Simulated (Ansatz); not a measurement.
K2NiO2: isotropic strain +4.98 %

The parent structure is K2NiO2 (space group I4/mmm, No. 139; a = 3.917 Å, c = 12.617 Å; ferromagnetic).

It is then changed as follows: an isotropic linear strain of +4.98 %; the atoms relax in the strained cell.

Method: PBEsol (Ansatz, a first-principles code, PAW, scalar-relativistic without spin-orbit coupling). Settings: 12×12×12 k-points, 0.05 eV Fermi–Dirac smearing.

| quantity | base | changed | shift |
|---|---|---|---|
| volume per atom | 19.35 Å³ | 22.39 Å³ | +3.04 Å³ |
| shortest interatomic distance | 1.683 Å | 1.692 Å | +0.009 Å |
| energy relative to the base (free energy F) | 0 meV/atom | +36 meV/atom | +36 meV/atom |
| pressure (mean of the normal stresses, compression positive) | 0.0 GPa | -3.2 GPa | -3.2 GPa |
| band gap | 0.70 eV | 0.84 eV | +0.14 eV |
| gap character | indirect, P → N | indirect, P → N | – |
| smallest direct gap | 0.83 eV | 0.95 eV | +0.113 eV |
| width of the top valence band | 0.71 eV | 0.56 eV | -0.155 eV |
| magnetic state | ferromagnetic | ferromagnetic | – |
| largest site moment | 1.17 μB | 1.18 μB | +0.01 μB |
| largest internal atomic displacement | – | 0.074 Å | – |

No phonon test of stability was made. No Hubbard U is applied and the magnetic state is the run's own (K2NiO2 ferromagnetic); other magnetic orders, which need larger cells, were not tried and can change the gap.
